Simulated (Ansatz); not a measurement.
# VSi2, response to strain

Start from VSi₂ (space group P6_222, No. 180; weakly magnetic (sensitive to the mesh)).

```
VSi2
1.0
    4.53068     0.00000     0.00000
   -2.26534     3.92368     0.00000
    0.00000     0.00000     6.32464
V Si
3 6
Direct
  0.50000   0.00000   0.00000
  0.50000   0.50000   0.33333
  0.00000   0.50000   0.66667
  0.16264   0.32529   0.00000
  0.83736   0.16264   0.33333
  0.67471   0.83736   0.66667
  0.83736   0.67471   0.00000
  0.16264   0.83736   0.33333
  0.32529   0.16264   0.66667
```

Cartesian axes are those of the cell as printed.

Strains are applied to the cell and any free atomic positions relax; under stress the whole cell relaxes.

Method: r2SCAN (Ansatz, a first-principles code), without spin-orbit coupling.

Notes on the quantities. energy relative to the base: free energy F.

```csv
variant,space group,volume per atom,largest site moment,energy relative to the base
base,P6_222 (No. 180),12.49 Å³,0.08 μB,0 meV/atom
isotropic strain +2.51 %,P6_222 (No. 180),13.46 Å³,0.28 μB,…
tensor shear ε_xz = +0.30 %,C2 (No. 5),12.49 Å³,0.08 μB,+0.2 meV/atom
"uniaxial stress, 2 GPa tension along z",P6_222 (No. 180),…,0.15 μB,…
```

Problem. What belongs in the blanks?

Solution. 
- isotropic strain +2.51 %, energy relative to the base: +38 meV/atom
- uniaxial stress, 2 GPa tension along z, volume per atom: 12.53 Å³
- uniaxial stress, 2 GPa tension along z, energy relative to the base: +0.4 meV/atom

Other magnetic orders, which the real material may have, were not ruled out. Without a gap, meshes like the base's 12×12×8 leave anisotropic stresses uncertain by several tenths of a GPa, and small strain energies with them. Stability under load was not tested beyond the relaxation. Starting moments died away, wholly or in part, for the base; another magnetic solution may exist.
